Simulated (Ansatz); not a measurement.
Start from AlP in the zinc blende structure (space group F-43m, No. 216).

Space group F-43m (No. 216); a = 5.508 Å, b = 5.508 Å, c = 5.508 Å, α = 90.00°, β = 90.00°, γ = 90.00°

| atom | site | symmetry | x | y | z |
|---|---|---|---|---|---|
| P | 4d | -43m | 0.7500 | 0.7500 | 0.7500 |
| Al | 4a | -43m | 0.0000 | 0.0000 | 0.0000 |
(The calculation used a cell of 2 atoms; values per cell refer to that cell.)

Levels (all Ansatz, a program for electronic structure, PAW): PBE (420 eV, scalar-relativistic without spin-orbit coupling); HSE06+SOC (420 eV, spin-orbit coupling included).

The geometry is relaxed with PBE.

| Item | Result |
|---|---|
| PBE lowest conduction level above the VBM at special points | X 1.63 eV; U 2.46 eV; K 2.46 eV; Γ 3.09 eV |
| PBE valence-band top at Γ | 0.00, 0.00, 0.00 eV |

With HSE06+SOC at the same geometry, the lowest conduction level above the VBM at special points becomes X 2.29 eV; U 3.19 eV; K 3.19 eV; Γ 3.99 eV (PBE: X 1.63 eV; U 2.46 eV; K 2.46 eV; Γ 3.09 eV); the valence-band top at Γ (three highest Kramers pairs, from the VBM) changes from 0.00, 0.00, 0.00 eV to 0.00, 0.00, -0.06 eV. The threefold valence maximum splits by Δso ≈ 0.06 eV.

Single points use the geometry relaxed with PBE. HSE06 was sampled on its mesh, a few special points and the semilocal edge points, so its gap is an upper bound. The spin-orbit shifts are approximate. The levels and masses belong to the bands next to the band gap. No phonon test of stability was made.
